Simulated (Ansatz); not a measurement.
Results of LDA (Ansatz, a first-principles code, plane waves, PAW) for ZnSnN2 (model structure, started from the MgZrN2 type, I4₁/amd, No. 141, 8 atoms in the cell).

Numerical settings: plane-wave cutoff 520 eV, 12×12×12 k mesh, Fermi–Dirac smearing 0.01 eV, scalar-relativistic PAW data made under PBE.

Cell (relaxed at this level):

```
CELL_PARAMETERS angstrom
     -2.17818     2.17818     4.59495
      2.17818    -2.17818     4.59495
      2.17818     2.17818    -4.59495
ATOMIC_POSITIONS crystal
  Zn 0.50000 0.50000 0.00000
  Zn 0.25000 0.75000 0.50000
  Sn 0.75000 0.25000 0.50000
  Sn 0.00000 0.00000 0.00000
  N  0.51469 0.01469 0.50000
  N  0.76469 0.76469 0.00000
  N  0.23531 0.23531 0.00000
  N  0.98531 0.48531 0.50000
```

Problem. Predict the bulk modulus.

Solution. 
* **bulk modulus**: 167 GPa

The run finds no gap.

Note: the bulk modulus is −V dP/dV from two relaxed cells at ±2 % in volume; the relaxation could raise the start's symmetry but not lower it, so the cell can be a saddle point.

Spin–orbit coupling is not included; it can open a gap where bands touch, and shift volumes and moduli.

The computed numbers hold no vibrational or temperature effects.

Cost on a shared machine: about 7 core-minutes (a rough figure).

A model structure was made by putting elements into a prototype or built by hand; it is no filed structure, need not be a known phase, and can be a saddle point held by its symmetry.
